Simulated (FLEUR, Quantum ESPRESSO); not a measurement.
A FLEUR input for a self-consistent single point of NaBi (P4/mmm, 2 atoms in the cell) (DFT, PBEsol, all-electron FLAPW (FLEUR), scalar-relativistic valence):

Input of the input generator:

```
NaBi crystal
&input film=f /
1.0000000000 0.0000000000 0.0000000000
0.0000000000 1.0000000000 0.0000000000
0.0000000000 0.0000000000 1.4293257371
6.4348953996
1.0 1.0 1.0

2
11 0.5000000000 0.5000000000 0.5000000000
83 0.0000000000 0.0000000000 0.0000000000

&comp jspins=1 /
&exco xctyp='PBEs' /
&kpt div1=10 div2=10 div3=7 gamma=t /
&end /
```

```xml
<?xml version="1.0" encoding="UTF-8" standalone="no"?>
<fleurInput fleurInputVersion="0.39">
   <comment>
      NaBi crystal                                                                                        
   </comment>
   <calculationSetup>
      <cutoffs Kmax="3.8" Gmax="13.3" GmaxXC="13.3" numbands="0"/>
      <scfLoop itmax="60" minDistance="0.00001" maxIterBroyd="25" imix="Anderson" alpha="0.05" precondParam="0.0" spinf="2.0"/>
      <coreElectrons ctail="T" frcor="F" kcrel="0" coretail_lmax="0"/>
      <xcFunctional name="PBEs" relativisticCorrections="F"/>
      <magnetism jspins="1"/>
      <soc l_soc="F" theta="0.0" phi="0.0" spav="F"/>
      <expertModes spex="0" secvar="F"/>
      <geometryOptimization l_f="T" forcealpha="1.0" forcemix="BFGS" epsdisp="0.00001" epsforce="0.00001"/>
      <ldaU l_linMix="F" mixParam="0.05" spinf="1.0"/>
   </calculationSetup>
   <cell>
      <bzIntegration valenceElectrons="24.0" mode="hist" fermiSmearingEnergy="0.00367493">
         <kPointListSelection listName="default-1"/>
         <!-- k-points included here -->
         <xi:include xmlns:xi="http://www.w3.org/2001/XInclude" href="kpts.xml"> </xi:include>
      </bzIntegration>
      <!-- symmetry operations included here -->
      <xi:include xmlns:xi="http://www.w3.org/2001/XInclude" href="sym.xml"> </xi:include>
      <bulkLattice scale="1.0">
         <bravaisMatrix>
            <row-1>    6.4348953996000002     0.0000000000000000     0.0000000000000000</row-1>
            <row-2>    0.0000000000000000     6.4348953996000002     0.0000000000000000</row-2>
            <row-3>    0.0000000000000000     0.0000000000000000     9.1975616101946702</row-3>
         </bravaisMatrix>
      </bulkLattice>
   </cell>
   <atomSpecies>
      <species name="Sodium (Na)" element="Na" atomicNumber="11">
         <mtSphere radius="2.68" gridPoints="925" logIncrement="0.012"/>
         <atomicCutoffs lmax="10" lnonsphr="8"/>
         <electronConfig flipSpins="F">
            <coreConfig>(1s1/2)</coreConfig>
            <valenceConfig>(2s1/2) (2p1/2) (2p3/2) (3s1/2)</valenceConfig>
            <stateOccupation state="(3s1/2)" spinUp="0.5" spinDown="0.5"/>
         </electronConfig>
         <energyParameters s="3" p="3" d="3" f="4"/>
         <lo type="SCLO" l="0" n="2" eDeriv="0"/>
         <lo type="SCLO" l="1" n="2" eDeriv="0"/>
      </species>
      <species name="Bismuth (Bi)" element="Bi" atomicNumber="83">
         <mtSphere radius="2.68" gridPoints="925" logIncrement="0.015"/>
         <atomicCutoffs lmax="10" lnonsphr="8"/>
         <electronConfig flipSpins="F">
            <coreConfig>(1s1/2) (2s1/2) (2p1/2) (2p3/2) (3s1/2) (3p1/2) (3p3/2) (4s1/2) (3d3/2) (3d5/2) (4p1/2) (4p3/2) (5s1/2) (4d3/2) (4d5/2) (5p1/2) (5p3/2) (4f5/2) (4f7/2)</coreConfig>
            <valenceConfig>(6s1/2) (5d3/2) (5d5/2) (6p1/2) (6p3/2)</valenceConfig>
            <stateOccupation state="(6p1/2)" spinUp="0.5" spinDown="0.5"/>
            <stateOccupation state="(6p3/2)" spinUp="1.0" spinDown="1.0"/>
         </electronConfig>
         <energyParameters s="6" p="6" d="6" f="5"/>
         <lo type="SCLO" l="2" n="5" eDeriv="0"/>
      </species>
   </atomSpecies>
   <atomGroups>
      <atomGroup species="Sodium (Na)">
         <relPos label="                   1">1.000/2.000 1.000/2.000 1.000/2.000</relPos>
         <force calculate="T" relaxXYZ="TTT"/>
      </atomGroup>
      <atomGroup species="Bismuth (Bi)">
         <relPos label="                   2">.0000000000 .0000000000 .0000000000</relPos>
         <force calculate="T" relaxXYZ="TTT"/>
      </atomGroup>
   </atomGroups>
   <output dos="F" band="F" slice="F">
      <checks vchk="F" cdinf="F"/>
      <bandDOS minEnergy="-.5*Htr" maxEnergy="0.5*Htr" sigma="0.015" storeEVData="T"/>
      <vacuumDOS vacdos="F" integ="F" star="F" nstars="0" locx1="0.0" locy1="0.0" locx2="0.0" locy2="0.0" nstm="0" tworkf="0.0"/>
      <unfoldingBand unfoldBand="F" supercellX="1" supercellY="1" supercellZ="1"/>
      <plotting iplot="0" polar="F">
         <plot TwoD="T" vec1="  1.0  0.0  0.0" vec2="  0.0  1.0  0.0" vec3="  0.0  0.0  1.0" zero="  0.0  0.0  0.0" file="plot"/>
      </plotting>
      <chargeDensitySlicing numkpt="0" minEigenval="0.0" maxEigenval="0.0" nnne="0" pallst="F"/>
      <specialOutput eonly="F"/>
      <magneticCircularDichroism mcd="F" energyLo="-10.0" energyUp="0.0"/>
   </output>
  <!-- We include the file relax.xml here to enable relaxations (see documentation) -->
  <xi:include xmlns:xi="http://www.w3.org/2001/XInclude" href="relax.xml"> <xi:fallback/> </xi:include>
</fleurInput>
```

Problem. Write the same calculation as an input for Quantum ESPRESSO.

Solution. This is the input that was run; spellings and numerical settings could be chosen otherwise.

```fortran
&CONTROL
  calculation = 'scf'
  prefix = 'pwscf'
  outdir = './out'
  pseudo_dir = './'
  tprnfor = .true.
  tstress = .true.
/
&SYSTEM
  ibrav = 6
  A = 3.4052000000
  C = 4.8671400000
  nat = 2
  ntyp = 2
  ecutwfc = 40
  ecutrho = 320
  occupations = 'smearing'
  smearing = 'fermi-dirac'
  degauss = 0.0073499
  input_dft = 'pbesol'
/
&ELECTRONS
  conv_thr = 1.0d-10
  mixing_beta = 0.3
/
ATOMIC_SPECIES
Na    22.9898  na_pbe_v1.5.uspp.F.UPF
Bi   208.9804  Bi_pbe_v1.uspp.F.UPF
ATOMIC_POSITIONS {crystal}
Na    0.5000000000    0.5000000000    0.5000000000
Bi    0.0000000000    0.0000000000    0.0000000000
K_POINTS {automatic}
10 10 7  0 0 0
```

Basis settings and potentials, where a program has them, do not carry over. This input uses DFT, PBEsol, plane waves, SSSP 1.1.2 efficiency (PBE) pseudopotentials.

The starting cell comes from a database of computed structures (which also holds hypothetical and non-ambient phases and stackings), without a prior relaxation at this level.
